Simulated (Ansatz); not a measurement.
Here is the system:

```yaml
crystal:
  lattice:
    - [0.00000, 2.97976, 2.97976]
    - [2.97976, 0.00000, 2.97976]
    - [2.97976, 2.97976, 0.00000]
  atoms:
    - { symbol: P, position: [0.75000, 0.75000, 0.75000] }
    - { symbol: In, position: [0.00000, 0.00000, 0.00000] }
```

No spin polarisation.

Method: PBE (Ansatz, a quantum-chemistry and plane-wave program; PAW; 420 eV plane waves; spin-orbit coupling left out). Γ-centred 10×10×10 mesh, Fermi–Dirac width 0.05 eV.

Q: Predict the band gap and hole mass.

A: Band gap: 0.44 eV
Hole mass (degenerate bands, along [100]): 0.037, 0.46, 0.46 mₑ (at Γ)

Masses are band curvatures over ±0.01 Å⁻¹ around the edge. Stability against distortions was not tested. The cell was made from InAs by this change: As → P.
